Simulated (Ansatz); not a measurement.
Consider Al$_{2}$Au (space group Fm-3m, No. 225; a = 6.0032 Å; relaxed with 0.1 eV smearing). Axes: x, y, z lie along the cube axes.

Calculations: DFT with PBEsol, PAW potentials and a 420 eV plane-wave cutoff in Ansatz (a first-principles code), scalar-relativistic without spin-orbit coupling.

Before the change:

Volume per atom: 18.03 Å³
Pressure: 0.0 GPa

The change: biaxial strain +1.50 %, plane normal [001], relaxed out of plane (Cartesian); in-plane vectors clamped, the third vector and the atoms free.

Q: Estimate the effect on the energy relative to the base.

A: The energy rises by 3.4 meV/atom.

Q: How does this affect the volume per atom?

A: The volume per atom increases by 0.22 Å³ (18.03 Å³ → 18.25 Å³).

Q: What does the calculation give for the pressure after the change?

A: The pressure (mean of the normal stresses, compression positive) goes from zero to -1.3 GPa.

Stability against distortions was not tested.
